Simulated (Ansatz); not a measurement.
Consider Zr in the hcp (Mg type) structure (space group P6_3/mmc, No. 194; a = 3.184 Å, c = 5.116 Å).

Calculations: PBEsol (Ansatz, a program for electronic structure; PAW; 420 eV plane waves; no spin-orbit coupling).

For the base:

| Property | Value |
|---|---|
| Lattice parameter a | 3.184 Å |

The change: cell and atoms relaxed at a pressure of 4.2 GPa.

Problem. How does this affect the lattice parameter a?

Solution. The lattice parameter a falls by 0.0476 Å (3.184 Å → 3.137 Å).

Load acts through the strain it causes; cell and atoms are relaxed under it. Stability against distortions was not tested. All final runs are without spin polarisation. Measured, Zr leaves this structure (for the ω phase) near 3 GPa (temperature not stated; as listed in C. Cazorla, D. Alfè, M. J. Gillan, Physical Review B (2008)).
